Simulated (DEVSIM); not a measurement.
Device: Schottky contact on n-type β-Ga2O3, at 300 K.

```
layer (left to right)  material  thickness (μm)  Nd (cm⁻³)  τn (s)  τp (s)
---------------------  --------  --------------  ---------  ------  ------
1                       β-Ga2O3            3.00     1.7e15  3.6e-9  1.1e-9
```

Left contact: Schottky, work function 5.39 eV, emission velocity 2.6e6 cm/s. Right contact: ohmic. Voltage is applied to the left contact. Recombination: SRH at mid-gap, radiative, Auger. Mobility is μmin + (μ − μmin)/(1 + (N/Nref)^α).

This is a model device: material constants are rounded textbook-type values typed into the input, and sizes, dopings and lifetimes were drawn at random. Values at 300 K.

| parameter | β-Ga2O3 |
|---|---|
| gap (eV) | 4.8 |
| affinity (eV) | 4 |
| permittivity | 10 |
| Nc (cm⁻³) | 3.7e18 |
| Nv (cm⁻³) | 5e20 |
| μn (cm²/Vs) | 160 |
| μp (cm²/Vs) | 1 |
| μn,min | 20 |
| μp,min | 0.1 |
| Nref,n | 1e18 |
| Nref,p | 1e18 |
| αn | 0.8 |
| αp | 0.8 |
| B (cm³/s) | 1e-12 |
| Cn (cm⁶/s) | 1e-31 |
| Cp (cm⁶/s) | 1e-31 |

DEVSIM, 1D drift-diffusion, Boltzmann statistics, complete ionisation; no tunnelling, impact ionisation, image-force lowering or self-heating. Metal contacts follow the ideal Schottky-Mott rule: no Fermi-level pinning, no interface dipoles.

Problem. Tabulate band edges, carrier densities and field at zero bias.

Solution. Energies count from the Fermi level of the right contact; mesh points crowd at the junctions.

```tsv
x (μm)	Ec (eV)	Ev (eV)	n (cm⁻³)	p (cm⁻³)	field (V/cm)
0.000	1.390	-3.410	< 1e2	< 1e2	-27000
0.01063	1.362	-3.438	< 1e2	< 1e2	-26000
0.02588	1.322	-3.478	< 1e2	< 1e2	-26000
0.04777	1.266	-3.534	< 1e2	< 1e2	-25000
0.09244	1.156	-3.644	< 1e2	< 1e2	-24000
0.1433	1.038	-3.762	< 1e2	< 1e2	-22000
0.2163	0.883	-3.917	5500	< 1e2	-20000
0.3654	0.617	-4.183	1.6e8	< 1e2	-16000
0.5351	0.397	-4.402	7.8e11	< 1e2	-10000
0.7786	0.235	-4.565	4.1e14	< 1e2	-3300
1.128	0.200	-4.600	1.6e15	< 1e2	-120
1.726	0.199	-4.601	1.7e15	< 1e2	≈ 0
2.120	0.199	-4.601	1.7e15	< 1e2	≈ 0
2.394	0.199	-4.601	1.7e15	< 1e2	≈ 0
2.635	0.199	-4.601	1.7e15	< 1e2	≈ 0
2.753	0.199	-4.601	1.7e15	< 1e2	≈ 0
2.836	0.199	-4.601	1.7e15	< 1e2	≈ 0
2.893	0.199	-4.601	1.7e15	< 1e2	≈ 0
2.943	0.199	-4.601	1.7e15	< 1e2	≈ 0
2.968	0.199	-4.601	1.7e15	< 1e2	≈ 0
2.985	0.199	-4.601	1.7e15	< 1e2	≈ 0
3.000	0.199	-4.601	1.7e15	< 1e2	≈ 0
```
